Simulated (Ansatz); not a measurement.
**SrO, pressure series**

The reference is SrO in the rock salt structure (space group Fm-3m, No. 225; a = 5.195 Å).

Cell and atoms are relaxed at each pressure.

Level of theory: PBE in Ansatz (plane waves to 420 eV, PAW, scalar-relativistic without spin-orbit coupling).

```json
[
 {"variant": "base", "band gap": "3.33 eV", "lattice parameter a": "5.195 Å"},
 {"variant": "pressure −2 GPa", "band gap": "3.33 eV", "lattice parameter a": "5.238 Å"},
 {"variant": "pressure −1 GPa", "band gap": "3.33 eV", "lattice parameter a": "5.216 Å"},
 {"variant": "pressure 0.3 GPa", "band gap": "3.33 eV", "lattice parameter a": "5.189 Å"},
 {"variant": "pressure 0.7 GPa", "band gap": "3.32 eV", "lattice parameter a": "5.181 Å"},
 {"variant": "pressure 1.5 GPa", "band gap": "3.32 eV", "lattice parameter a": "5.166 Å"},
 {"variant": "pressure 3 GPa", "band gap": "3.31 eV", "lattice parameter a": "5.138 Å"},
 {"variant": "pressure 5 GPa", "band gap": "3.30 eV", "lattice parameter a": "5.105 Å"},
 {"variant": "pressure 7.5 GPa", "band gap": "3.29 eV", "lattice parameter a": "5.067 Å"},
 {"variant": "pressure 10 GPa", "band gap": "3.27 eV", "lattice parameter a": "5.032 Å"}
]
```

The program warned that an SCF state here may not be the lowest one. Load acts through the strain it causes; cell and atoms are relaxed under it. Whether these cells are dynamically stable was not tested. No other phases were tried under pressure.

Ansatz is an electronic-structure program.
